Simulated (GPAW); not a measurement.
GPAW run on NaLu₃ (Fm-3m, 4 atoms in the cell): self-consistent single point.

Level of theory: LDA (Perdew-Wang 92), GPAW PAW datasets LDA (gpaw-data 1.0.1) (plane waves; GPAW 25.7.0).

The change in words: lattice scaled by 0.98. Reference geometry:
```
CELL_PARAMETERS angstrom
      0.00000     3.88444     3.88444
      3.88444     0.00000     3.88444
      3.88444     3.88444     0.00000
ATOMIC_POSITIONS crystal
  Na 0.00000 0.00000 0.00000
  Lu 0.25000 0.25000 0.25000
  Lu 0.75000 0.75000 0.75000
  Lu 0.50000 0.50000 0.50000
```

Reference input (self-consistent single point, DFT LDA (Perdew-Wang 92), plane waves, GPAW PAW datasets LDA (gpaw-data 1.0.1)): mode = pw; ecut = 850 eV; xc = LDA; kpts = 8 8 8; mesh shift (steps) = 0 0 0; occupations.name = methfessel-paxton; occupations.width = 0.1 eV; occupations.order = 0; nbands = -8; convergence.density = 1e-05 e/electron; symmetry.symmorphic = false; symmetry.tolerance = 0.0005. This run's input differs from it in these lines:

```diff
@@ -5,5 +5,5 @@
 atoms = Atoms(['Na', 'Lu', 'Lu', 'Lu'],
-              cell=[[0.000000, 3.884445, 3.884445],
-                    [3.884445, 0.000000, 3.884445],
-                    [3.884445, 3.884445, 0.000000]],
+              cell=[[0.000000, 3.806756, 3.806756],
+                    [3.806756, 0.000000, 3.806756],
+                    [3.806756, 3.806756, 0.000000]],
               scaled_positions=[[0.000000, 0.000000, 0.000000],
```

Output, abridged:

```
     iter     time        total  log10-change:
                         energy   eigst   dens
iter:   1 --:--:--   -14.580406
iter:   2 --:--:--   -14.462712   -1.94  -1.70
iter:   3 --:--:--   -14.367526   -0.83  -1.73
iter:   4 --:--:--   -14.368327   -2.25  -2.14
iter:   5 --:--:--   -14.388280c  -3.10  -2.13
iter:   6 --:--:--   -14.051185   -1.23  -2.12
iter:   7 --:--:--   -13.994821   -2.76  -2.63
iter:   8 --:--:--   -13.993923   -3.48  -2.84
iter:   9 --:--:--   -13.994146c  -3.57  -2.79
iter:  10 --:--:--   -13.994762c  -3.05  -2.89
iter:  11 --:--:--   -13.992382c  -3.68  -3.13
iter:  12 --:--:--   -13.992431c  -4.35  -3.51
iter:  13 --:--:--   -13.992009c  -4.57  -3.73
   [... 3 lines left out ...]
iter:  17 --:--:--   -13.991979c  -5.13  -3.81
iter:  18 --:--:--   -13.991972c  -6.77  -4.18
iter:  19 --:--:--   -13.991995c  -5.73  -4.20
iter:  20 --:--:--   -13.991985c  -6.69  -4.48
iter:  21 --:--:--   -13.991982c  -7.61c -4.80
iter:  22 --:--:--   -13.991980c  -7.58c -4.94
iter:  23 --:--:--   -13.991977c  -7.24  -5.01c
iter:  24 --:--:--   -13.991977c  -7.93c -5.13c
Converged after 24 iterations.

Dipole moment: (-0.000000, -0.000000, -0.000000) |e|*Ang

Energy contributions relative to reference atoms: (reference = -1192540.185768)

Kinetic:         -4.387205
Potential:       +8.441541
External:        +0.000000
XC:             -17.788213
Entropy (-ST):   -0.019948
Local:           -0.248126
SIC:             +0.000000
--------------------------
Free energy:    -14.001951
Extrapolated:   -13.991977

Showing only first 2 kpts
 Kpt  Band  Eigenvalues  Occupancy
  0    39      6.40933    2.00000
  0    40      6.40933    2.00000
  0    41      6.40933    2.00000
  0    42      7.15156    0.00000

  1    39      6.20738    2.00000
  1    40      6.51778    1.99952
  1    41      6.51778    1.99952
  1    42      6.64353    1.91315

Fermi level: 6.76460

No gap
No difference between direct/indirect transitions
Energy (eV): -13.991977

Forces in eV/Ang:
  0 Na    0.00000    0.00000    0.00000
  1 Lu   -0.00000    0.00000   -0.00000
  2 Lu    0.00000    0.00000    0.00000
  3 Lu    0.00000   -0.00000    0.00000

Stress tensor:
     0.011635    -0.000000    -0.000000
    -0.000000     0.011635     0.000000
    -0.000000     0.000000     0.011635
Stress (GPa, Voigt): [ 1.8642  1.8642  1.8642  0.     -0.     -0.    ]
```

The run converged in 24 iterations. GPAW prints stress with tension positive. Against the reference run the free energy falls by 30.4 meV/atom and the pressure goes from -3.72 to -1.86 GPa.

The starting cell comes from a database of computed structures (which also holds hypothetical and non-ambient phases and stackings), without a prior relaxation at this level. For this run, on top of that: lattice scaled by 0.98.

Cost on one core of a shared machine: roughly 3 min.
